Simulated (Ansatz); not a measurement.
Abridged Ansatz (a quantum-chemistry and plane-wave program) output:

```
Pseudopotential: Li, paw, valence charge 3
Crystal: 1 atoms, lattice volume = 20.248 Å³
Basis set: ecut = 420 eV, 381 PW (Γ), exchange–correlation on 40×40×40 points (8 copies of the dense FFT grid, shifted against one another)
Bands: 6, of which v1, the nominal top of the filled ones, is band 2 counted from 1 (1 counted from 0)
Symmetry: 48 space group operations
k-points: 220 of 6859
Functional: x = pbesol(κ = 0.804, μ = 0.12345679012345678), c = pbesol(β = 0.046)
SCF iter   1: F=—  HF=-202.999736 eV  |F-HF|=—  |Δ(HF+E_count)|=         —  Δρ=1.43e-3  dr2=1.29e-4  ethr=1.77e-3  ⟨swp⟩=4.1  Hψ=10292  notcnv=0
SCF iter   2: F=—  HF=-202.999250 eV  |F-HF|=—  |Δ(HF+E_count)|=   4.86e-4  Δρ=5.47e-4  dr2=1.84e-5  ethr=4.31e-6  ⟨swp⟩=2.2  Hψ=3390  notcnv=0
SCF 1 converged in 6 iterations: F = -202.999161 eV  dr2 = 1.22e-15
SCF converged after 6 iterations
Free energy (F): -202.999161 eV
Internal energy: -202.994771 eV  (E = F + TS)
E sigma→0 (E₀):  -202.996966 eV
Entropy (-TS):   -0.004389 eV (-4.389 meV/atom)
Fermi energy:    1.039177 eV
--- Forces (eV/Å), atoms counted from 1 ---
  atom   1  Li     0.00000000     0.00000000     0.00000000
--- Stress (GPa, compression-positive) ---
        0.002988       0.000000       0.000000
       -0.000000       0.002988      -0.000000
        0.000000      -0.000000       0.002988
  P = ⅓ Tr σ = 0.0030 GPa (0.030 kbar)
```

**Question.** What was computed, and what are the main results?

**Answer.** Li, 1 atom in the cell, with plane-wave PAW DFT at the PBEsol level (Ansatz, 420 eV), without spin-orbit coupling. The last SCF converged to F = -202.999161 eV, or -202.9992 eV per atom, at a pressure of 0.00 GPa. The total energy compares only with runs of the same code, potentials and settings.

Whether these cells are dynamically stable was not tested. The cell was made from Ba by this change: Ba → Li.
